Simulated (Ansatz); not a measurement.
# GaSb in the zinc blende structure (space group F-43m, No. 216)

```yaml
crystal:
  lattice:
    - [0.00000, 3.06618, 3.06618]
    - [3.06618, 0.00000, 3.06618]
    - [3.06618, 3.06618, 0.00000]
  atoms:
    - { symbol: Ga, position: [0.00000, 0.00000, 0.00000] }
    - { symbol: Sb, position: [0.25000, 0.25000, 0.25000] }
```

Method: Ansatz (a quantum-chemistry and plane-wave program), r2SCAN, PAW, cutoff 500 eV, no spin-orbit coupling. Γ-centred 13×13×13 mesh, Fermi–Dirac width 0.05 eV.

```yaml
volume_per_atom: 28.83 Å³
density: 5.52 g/cm³
band_gap: 0.41 eV, direct at Γ
electron_mass: 0.023 mₑ
Hole mass (degenerate bands, along [100]): 0.023, 0.26, 0.26 mₑ
Lowest conduction-band minima above the VBM: Γ 0.41 eV; L along ⟨111⟩ 0.68 eV; a point along ⟨100⟩, about 0.9 Å⁻¹ from Γ 1.10 eV
total_energy: -5144.933 eV/atom (σ→0; compares only within this code and set-up)
```

Spin-orbit coupling, missing from the scalar runs, can matter with Sb. Masses are band curvatures over ±0.01 Å⁻¹ around the edge. Stability against distortions was not tested.
